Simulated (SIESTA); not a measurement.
A relaxation of the atoms of Li₂Al (Cm, 6 atoms in the cell) with SIESTA.

Level of theory: LDA PW92, numerical atomic orbitals DZP, PseudoDojo LDA standard norm-conserving potentials (rewritten from UPF to PSML) (SIESTA 5.4.2).

The change in words: one atom moved by 0.15 angstrom; MD.TypeOfRun: default → FIRE; MD.Steps: default → 40; MD.MaxForceTol: default → 0.001 eV/Ang. Reference geometry:
```
Li2Al
1.0
    2.29917    -4.84774     0.00000
    2.29917     4.84774     0.00000
    0.00000     0.00000     4.44419
Li Al
4 2
Direct
  0.24139   0.75861   0.25000
  0.75861   0.24139   0.75000
  0.58986   0.41014   0.25000
  0.41014   0.58986   0.75000
  0.92502   0.07498   0.25000
  0.07498   0.92502   0.75000
```

Reference input (self-consistent single point, DFT, LDA PW92, numerical atomic orbitals DZP, PseudoDojo LDA standard norm-conserving potentials (rewritten from UPF to PSML)): XC.functional = LDA; XC.authors = PW92; potentials = PseudoDojo LDA standard; PAO.BasisSize = DZP; PAO.EnergyShift = 0.005 Ry; MeshCutoff = 400 Ry; kgrid.MonkhorstPack = 4 4 4; OccupationFunction = MP; OccupationMPOrder = 0; ElectronicTemperature = 1160.45 K; PAO.Polarization.NonPerturbative = true; MaxSCFIterations = 150. This run's input differs from it in these lines:

```diff
@@ -18,3 +18,3 @@
 %block AtomicCoordinatesAndAtomicSpecies
-     2.299167000    2.507348083    1.111048250  1
+     2.299167000    2.507348083    1.261048652  1
      2.299167000   -2.507348083    3.333144750  1
@@ -47,2 +47,5 @@
 Diag.ParallelOverK           true
+MD.TypeOfRun                 FIRE
+MD.Steps                     40
+MD.MaxForceTol               0.001 eV/Ang
 WriteForces                  true
```

The program printed (abridged):

```
        iscf     Eharris(eV)        E_KS(eV)     FreeEng(eV)     dDmax    Ef(eV) dHmax(eV)
   scf:    1     -884.452220     -903.368550     -903.374086  1.307664 -7.497026  0.940456
   scf:    2     -903.587301     -903.489414     -903.496547  0.065102 -7.573269  0.520969
   scf:    3     -903.556642     -903.535556     -903.543509  0.074777 -7.657426  0.195886
   scf:    4     -903.539426     -903.537821     -903.545796  0.025689 -7.664017  0.088714
   scf:    5     -903.538070     -903.538064     -903.546027  0.012518 -7.672607  0.055180
   scf:    6     -903.538397     -903.538251     -903.546100  0.001319 -7.669229  0.006019
   scf:    7     -903.538220     -903.538236     -903.546101  0.000252 -7.668959  0.002080
   scf:    8     -903.538230     -903.538233     -903.546102  0.000111 -7.669209  0.000386
   scf:    9     -903.538225     -903.538229     -903.546102  0.000067 -7.669285  0.000123
   scf:   10     -903.538229     -903.538229     -903.546102  0.000006 -7.669282  0.000098
SCF Convergence by DM+H criterion
max |DM_out - DM_in|         :     0.0000059587
max |H_out - H_in|      (eV) :     0.0000982844
SCF cycle converged after 10 iterations

Using DM_out to compute the final energy and forces

siesta: E_KS(eV) =             -903.5382

siesta: E_KS - E_eggbox =      -903.5382

siesta: Atomic forces (eV/Ang):
     1    0.000000   -0.043747   -0.446781
   [... lines left out ...]
outcell: Cell volume (Ang**3)        :     99.0679
        iscf     Eharris(eV)        E_KS(eV)     FreeEng(eV)     dDmax    Ef(eV) dHmax(eV)
siesta: FreeEng =      -903.591491
   [... lines left out ...]
siesta:      1   -0.000000    0.000580    0.001431
siesta:      2    0.000000   -0.000032   -0.001591
siesta:      3    0.000000   -0.000444   -0.002287
siesta:      4    0.000000    0.000114    0.000865
siesta:      5   -0.000000   -0.001069    0.000122
siesta:      6   -0.000000    0.000890    0.000432
siesta: ----------------------------------------
siesta:    Tot    0.000000    0.000039   -0.001030

siesta: Stress tensor (static) (eV/Ang**3):
siesta:     0.014555   -0.000000   -0.000000
siesta:    -0.000000    0.014370    0.000026
siesta:    -0.000000    0.000026    0.007481

siesta: Cell volume =         99.067851 Ang**3

siesta: Pressure (static):
siesta:                Solid            Molecule  Units
siesta:          -0.00013217         -0.00013255  Ry/Bohr**3
siesta:          -0.01213510         -0.01217036  eV/Ang**3
siesta:         -19.44257463        -19.49906790  kBar
```

The relaxation ended unconverged. 

The starting cell comes from a database of computed structures (which also holds hypothetical and non-ambient phases and stackings), without a prior relaxation at this level. Its lattice was rescaled by up to half a per cent. For this run, on top of that: one atom moved by 0.15 angstrom. Values carry the incompleteness of an atom-centred basis.

Cost on one core of a shared machine: roughly 40 min.
